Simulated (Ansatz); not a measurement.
Wall time of one geometry in Ansatz (plane waves) for a 64-atom cell of rock-salt NiO (model structure), 1×1×1 k mesh, 72 threads on Grace (Neoverse V2), one socket. The machine ran nothing else. Each time is one whole self-consistent calculation from the program's own starting density, with atoms slightly displaced so that no symmetry helps. Runs that were refused, crashed or met a hardware fault are not listed.

| level | cutoff | SCF iterations | wall time | times PBE |
|---|---|---|---|---|
| PBE | 420 eV | 17 | 4.6 s | 1.0 |
| r²SCAN | 500 eV | 18 | (withheld) | (withheld) |
| HSE06 | 420 eV | 58 | 55 s | 12 |
| PBE0 | 420 eV | 56 | 53 s | 12 |

Task: About how long does r²SCAN take, and how many times PBE is that?

Result: 
- r²SCAN, wall time: 8.9 s
- r²SCAN, times PBE: 1.9

Ratios come from the unrounded times.

A model structure was made by putting elements into a prototype or built by hand; it is no filed structure, need not be a known phase, and can be a saddle point held by its symmetry.

Ansatz is a program for electronic structure.
